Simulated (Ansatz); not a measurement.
The reference is HfS2 in the CdI2 type structure (space group P-3m1, No. 164; layered, stacked along the Cartesian z axis).

```
CELL_PARAMETERS angstrom
      3.54747     0.00000     0.00000
     -1.77373     3.07220     0.00000
      0.00000     0.00000     5.57685
ATOMIC_POSITIONS crystal
  Hf 0.00000 0.00000 0.00000
  S  0.66667 0.33333 0.26190
  S  0.33333 0.66667 0.73810
```

Cartesian axes are those of the cell as printed.

Computed with PBEsol-D3(BJ) in Ansatz (plane waves to 420 eV, PAW, scalar-relativistic without spin-orbit coupling).

Base values:

| Quantity | Value |
|---|---|
| Width of the top valence band | 2.39 eV |
| Smallest direct gap | 1.50 eV |
| Pressure | 0.01 GPa |

It is then changed as follows: biaxial strain −1.50 %, plane normal [001], relaxed out of plane (Cartesian); in-plane vectors clamped, the third vector and the atoms free.

Problem. How does this affect the width of the top valence band?

Solution. The width of the top valence band increases by 0.047 eV to 2.43 eV.

Problem. How does this affect the smallest direct gap?

Solution. The smallest direct gap falls by 0.13 eV (1.50 eV → 1.37 eV).

Problem. How does this affect the ratio −ε⊥/ε∥?

Solution. The ratio −ε⊥/ε∥ comes out as 0.31.

Problem. How does this affect the pressure?

Solution. The pressure (mean of the normal stresses, compression positive) rises by 1.876 GPa to 1.88 GPa.

With Hf present, leaving out spin-orbit coupling can change the band edges. Stability against distortions was not tested.

Ansatz is a program for electronic structure.
